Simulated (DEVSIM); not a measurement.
System: Pd/La2O3/SiO2/p-Si capacitor, at 300 K.

Layer 1 from the left is La2O3, thickness (nm) 3.60. Layer 2 from the left is SiO2, thickness (nm) 0.930. Layer 3 from the left is Si, thickness (nm) 5500, Na (cm⁻³) 1.1e16.

Metal gate on the left, work function 5.2 eV. Fixed charge at the semiconductor interface 0 cm⁻² (in units of +e); no interface traps.

The device is made up for the run: typed textbook-type constants, with dimensions and the other settings drawn at random. Values at 300 K.

La2O3: gap (eV) 5.8, affinity (eV) 1.8, permittivity 27. SiO2: gap (eV) 9, affinity (eV) 0.9, permittivity 3.9. Si: gap (eV) 1.124, affinity (eV) 4.05, permittivity 11.7, Nc (cm⁻³) 2.86e19, Nv (cm⁻³) 3.1e19.

Problem. Estimate by hand the flat-band voltage, the threshold voltage, and compare with a numerical solution.

Solution. 
- Flat-band voltage: C = 2.38 μF/cm², work-function difference 0.231 V; VFB = φms − qNf/C = 0.23 V; numerical 0.23 V.
- Threshold voltage: φF = 0.358 V, depletion charge √(4εqNφF) = 5.11e-8 C/cm²; VT = VFB + 2φF + Qd/C = 0.97 V; numerical 0.97 V.

Simulated with DEVSIM: 1D Poisson equation in equilibrium, Boltzmann statistics, complete ionisation; no quantum confinement or tunnelling. Metal contacts follow the ideal Schottky-Mott rule: no Fermi-level pinning, no interface dipoles.
